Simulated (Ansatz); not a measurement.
Worked example: relaxation of the atoms of LaCu2 (P6mm, 3 atoms in the cell) in Ansatz (a quantum-chemistry and plane-wave program).

Level of theory: LDA (PW92), default PAW files made with PBE (plane waves; Ansatz).

The change in words: one atom moved by 0.15 angstrom; relax: default → atoms; relax.f_tol: default → 0.02 eV/Å. Reference geometry:
```xyz
3
Lattice="4.3132 0.0000 0.0000 -2.1566 3.7353 0.0000 0.0000 0.0000 3.8625" Properties=species:S:1:pos:R:3 pbc="T T T"
La     0.0000     0.0000     0.0000
Cu     0.0000     2.4902     1.9313
Cu     2.1566     1.2451     1.9313
```

Reference input (self-consistent single point, DFT, LDA (PW92), plane waves, default PAW files made with PBE): basis.ecutwfc = 30.9 Ry; kpoints.mp_grid.grid = 9 9 9; hamiltonian.xc = lda; hamiltonian.pseudopotentials = {kind: paw} (the program's default PAW files); scf.occupations.method = fermi_dirac; scf.occupations.width = 0.0073 Ry. This run's input differs from it in these lines:

```diff
@@ -7,3 +7,3 @@
   atoms:
-    - { symbol: La, position_ang: [0.00000000, 0.00000000, 0.00000000] }
+    - { symbol: La, position_ang: [0.00000000, 0.00000000, 0.15000069] }
     - { symbol: Cu, position_ang: [-0.00000182, 2.49022258, 1.93125650] }
@@ -19,2 +19,4 @@
   occupations: { method: fermi_dirac, width: 0.0073 Ry }
+relax:
+  f_tol: 0.02
 output:
```

Output, abridged:

```
   [... SCF lines of the steps left out ...]
relax step   1: F+E_penalty+E_count = -19187.94899888 eV  Δ(F+E_penalty+E_count) = +0.000e0 eV  max|allowed force component| = 4.760e-1 eV/Å  Δτ_max = 0.0000 Å  (6 SCF iters, dr2 threshold 1.00e-5 eV, accepted)
relax step   2: F+E_penalty+E_count = -19187.98456581 eV  Δ(F+E_penalty+E_count) = -3.557e-2 eV  max|allowed force component| = 4.903e-3 eV/Å  Δτ_max = 0.0990 Å  (6 SCF iters, dr2 threshold 1.42e-5 eV, accepted)
relax step   3: F+E_penalty+E_count = -19187.98456827 eV  Δ(F+E_penalty+E_count) = -2.463e-6 eV  max|allowed force component| = 4.689e-3 eV/Å  Δτ_max = 0.0000 Å  (4 SCF iters, accepted)
the relaxation is at rest under the 12 symmetry operations that the run kept from its start: a minimum is not shown …
Stability not checked: this state was not tested for a lower state beside it, because too few of the mixer's solves of this state at the end of the SCF gave a …
Free energy (F): -19187.984568 eV
Internal energy: -19187.920144 eV  (E = F + TS)
E sigma→0 (E₀):  -19187.952356 eV
Entropy (-TS):   -0.064425 eV (-21.475 meV/atom)
Fermi energy:    12.591346 eV
--- Forces (eV/Å), atoms counted from 1 ---
  atom   1  La     0.00000000     0.00000000    -0.00465956
   [... lines left out ...]
  F+E_penalty+E_count = -19187.98456827 eV   max|allowed force component| = 4.689e-3 eV/Å
  atoms:
    - { symbol: La, position: [-5.584908177392067e-35, 1.661371212073291e-34, 0.013197791028445307] }
    - { symbol: Cu, position: [0.3333333333333334, 0.6666666666666669, 0.5128186041809241] }
    - { symbol: Cu, position: [0.6666666666666666, 0.3333333333333334, 0.5128186041809241] }
```

The run converged.  The full log also holds: “iter 5 did not close the SCF: its close was put off for the readings that it lacked (scf_convergence_deferred on its scf_iter line)”.

Summary of the result:
```
Quantity                                                 Result
-----------------------------------------------  --------------
Free energy E − TS (on the zero of these files)  -19187.9846 eV
Fermi level (on the code's own zero)                   12.59 eV
Pressure                                              -5.85 GPa
Largest force (vector length)                        0.005 eV/Å
Relaxation steps                                              3
```

The starting cell comes from a database of computed structures (which also holds hypothetical and non-ambient phases and stackings), without a prior relaxation at this level. Its lattice was rescaled by up to half a per cent. For this run, on top of that: one atom moved by 0.15 angstrom. Spin polarisation is off. The relaxation keeps the symmetry of its start, so its end need not be a minimum. Ansatz's pressure includes its estimate of the finite-basis (Pulay) stress.

Cost on one core of a shared machine: roughly 40 s.

Keys are those of Ansatz 0.2.
